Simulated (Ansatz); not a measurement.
L1₂ (Cu3Au-type) Ni₃Si, treated with PBE (Ansatz, a program for electronic structure, plane waves, PAW).

Numerical settings: plane-wave cutoff 520 eV, 18×18×18 k mesh, Fermi–Dirac smearing 0.021 eV (set by the program), no spin polarisation, scalar-relativistic PAW data made under PBE.

The cell has the measured lattice: a = 3.5098 Å, b = 3.5098 Å, c = 3.5098 Å, α = 90.00°, β = 90.00°, γ = 90.00°.

**Question.** Predict the elastic constant C44, Voigt–Reuss–Hill bulk modulus, polycrystal shear modulus (Hill average), Poisson ratio, elastic constant C11 and elastic constant C12.

**Answer.** 
elastic constant C44: 129 GPa
Voigt–Reuss–Hill bulk modulus: 210 GPa
polycrystal shear modulus (Hill average): 103 GPa
Poisson ratio: 0.290
elastic constant C11: 309 GPa
elastic constant C12: 161 GPa

Note: the cell isn't this level's own, so it is under some stress, which shifts stiffness and frequencies.

Elastic constants are with the ions relaxed.

Cost on a shared machine: very roughly 12 core-minutes.
